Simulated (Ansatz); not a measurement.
Here is the system:

```
W
1.0
   -1.55522     1.55522     1.55522
    1.55522    -1.55522     1.55522
    1.55522     1.55522    -1.55522
W
1
Direct
  0.00000   0.00000   0.00000
```

Computed with PBEsol, DFPT electron-phonon coupling, linearised Boltzmann equation (plane waves, PAW, scalar-relativistic; Ansatz, an electronic-structure program). Condition of this run: hydrostatic pressure 15 GPa (the target of the relaxation). Geometry: relaxed with this functional, without spin-orbit coupling, then loaded as said.

Q: Predict the intrinsic resistivity at 300 K.

A: 4.3 μΩ·cm.

Q: How long is the mean free path there?

A: 18.6 nm, weighted by the current that each state carries. Wires not much wider than this gain resistivity from their walls.

A metal at this level (no band gap). Only scattering by harmonic phonons is included (no impurities, grain boundaries, electron-electron scattering or thermal expansion). Spin-orbit coupling is left out, which matters with elements this heavy. The squared frequency of the phonon mode least converged on the k mesh is uncertain by about 17 %. The run warned that the eigensolver left some states short of its tolerance. Halving the electron mesh (36x36x36) moves the resistivity by up to 9 % at 300 K, the mean free path by up to 9 %. Smearing 0.20 eV; phonons on a 6x6x6 q mesh, which this run doesn't test.
